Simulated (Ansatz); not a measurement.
## A computed series for CeO2: pressure series

Start from CeO2 in the fluorite structure (space group Fm-3m, No. 225; a = 5.4645 Å).

Cell and atoms are relaxed at each pressure.

Calculations: Ansatz (an electronic-structure program), PBE, PAW, cutoff 420 eV, without spin-orbit coupling, earlier PAW set.

```tsv
P (GPa)	V (Å³/atom)
-1.98	13.759
-0.98	13.676
0.90	13.529
2.10	13.439
4.50	13.268
9.00	12.977
15.00	12.635
22.50	12.265
30.00	11.943
```

A third-order Birch–Murnaghan fit to these points gives V₀ = 13.60 Å³/atom, B₀ = 174 GPa and B₀′ = 4.4. At pressure 30 GPa the volume is 87.8 % of V₀.

Load acts through the strain it causes; cell and atoms are relaxed under it. Stability against distortions was not tested. Competing high-pressure phases were not computed. Starting moments died away, wholly or in part, for the base; another magnetic solution may exist. The final runs are not spin-polarised.
